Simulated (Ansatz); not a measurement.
The starting structures come from a database of crystals and need not be the phases stable at ambient conditions.

The decay constant κ of evanescent states in the gap governs leakage through a thin film.

Consider the following.

```
CELL_PARAMETERS angstrom
      5.82792     0.02277     0.00000
      0.55835     9.25977     0.00000
      0.00000     0.00000     5.14869
ATOMIC_POSITIONS crystal
  Tc 0.32043 0.86294 0.58585
  Tc 0.67957 0.13706 0.41415
  Tc 0.67957 0.63706 0.08585
  Tc 0.32043 0.36294 0.91415
  O  0.21009 0.45277 0.65592
  O  0.78991 0.54723 0.34408
  O  0.78991 0.04723 0.15592
  O  0.21009 0.95277 0.84408
  O  0.53802 0.78910 0.21729
  O  0.46198 0.21090 0.78271
  O  0.46198 0.71090 0.71729
  O  0.53802 0.28910 0.28271
  O  0.09375 0.30384 0.07393
  O  0.90625 0.69616 0.92607
  O  0.90625 0.19616 0.57393
  O  0.09375 0.80384 0.42607
  F  0.34276 0.54136 0.13543
  F  0.65724 0.45864 0.86457
  F  0.65724 0.95864 0.63543
  F  0.34276 0.04136 0.36457
```

Space group of this cell: P2_1/c. The cell was relaxed by PBE-D3(BJ); by PBEsol its mean pressure is -2.3 GPa.

Transport runs along the normal of the first two printed cell vectors.

The gap is the functional's own. No spin-orbit coupling. Mid-gap values are interpolated on the energy grid.

Task: State the band gap and the smallest decay constant κ at mid-gap according to PBEsol (Ansatz, a program for electronic structure).

Result: Gap 2.61 eV on a 6×4×6 mesh; κ = 0.593 1/Å, at (0.500, 0.500) of the in-plane reciprocal vectors. At the zone centre, at the nearest computed energy, the slowest state has κ = 0.60 1/Å.
